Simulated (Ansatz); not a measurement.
TiC under a change: pressure −1 GPa

The reference is TiC in the rock salt structure (space group Fm-3m, No. 225; a = 4.328 Å).

Now apply this change: hydrostatic tension (pressure −1 GPa).

Method: r2SCAN (Ansatz, a quantum-chemistry and plane-wave program), spin-orbit coupling left out. k-mesh 18×18×18 (Γ-centred); smearing 0.05 eV (Fermi–Dirac).

Density: 4.89 g/cm³ (base 4.91 g/cm³)
Lattice parameter a: 8.189 bohr (base 8.178 bohr)
Enthalpy H = E + PV relative to the base's energy: -0.06 eV/atom
Band gap: zero (base zero)

Load acts through the strain it causes; cell and atoms are relaxed under it. No phonon test of stability was made. The final runs are not spin-polarised.
